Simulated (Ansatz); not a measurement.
Base system: BN in the zinc blende structure (space group F-43m, No. 216; a = 3.581 Å). Axes: x, y, z lie along the cube axes.

Calculations: LDA in Ansatz (plane waves to 420 eV, PAW, scalar-relativistic without spin-orbit coupling).

One thing is altered: the cell is scaled by 1.0050 in all directions; the atoms relax in the strained cell.

**Question.** Predict the stress tensor and what it implies for the stiffness.

**Answer.** Stress of the strained cell less that of the base (GPa, compression positive):
```
  -5.85    0.00    0.00
   0.00   -5.85    0.00
   0.00    0.00   -5.85
```

Then B = −ΔP/(ΔV/V₀) with ΔV/V₀ = 0.0151 gives secant stiffness values (nonlinear terms included at this strain): B ≈ 388 GPa.

No phonon test of stability was made.

Ansatz is a first-principles code.
